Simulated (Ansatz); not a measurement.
# How far PBE and r2SCAN part for PbSe, isotropic strain +4.95 %

Take PbSe in the rock salt structure (space group Fm-3m, No. 225; a = 6.218 Å) as the base.

(Cell as relaxed with PBE.)

Levels (all Ansatz, a quantum-chemistry and plane-wave program, PAW): PBE (420 eV, without spin-orbit coupling); r2SCAN (500 eV, without spin-orbit coupling).

Each level relaxes its own structure.

```csv
base,PBE,r2SCAN
volume per atom,30.05 Å³,29.48 Å³
lattice parameter a,621.8 pm,617.8 pm
band gap,0.43 eV,0.67 eV
```

One thing is altered: every lattice vector is stretched by 4.95 %, atoms relaxed at fixed cell.

```tsv
quantity	PBE	r2SCAN
electron mass	0.25 mₑ along k, 0.13 mₑ across (at L)	…
shift of the gap caused by the change	+0.33 eV	…
hole mass	0.39 mₑ along k, 0.17 mₑ across (at L)	…
pressure	-4.89 GPa	…
energy relative to the base (free energy F)	+82 meV/atom	…
```

Question: Given the PBE results, estimate those of r2SCAN.

Answer: 
- electron mass, r2SCAN: 0.28 mₑ along k, 0.15 mₑ across (at L)
- shift of the gap caused by the change, r2SCAN: +0.36 eV
- hole mass, r2SCAN: 0.45 mₑ along k, 0.17 mₑ across (at L)
- pressure, r2SCAN: -5.42 GPa
- energy relative to the base (free energy F), r2SCAN: +89 meV/atom

PBE's shift of the gap caused by the change lies 0.03 eV below r2SCAN's; PBE's pressure lies 0.524 GPa above r2SCAN's; PBE's energy relative to the base lies 6.9 meV/atom below r2SCAN's. Neither level is exact; r2SCAN is the comparison here, not a measurement.

Spin-orbit coupling, missing from the scalar runs, can matter with Pb. Masses are band curvatures over ±0.01 Å⁻¹ around the edge. Along k means along the line from Γ to the band edge. Stability against distortions was not tested.
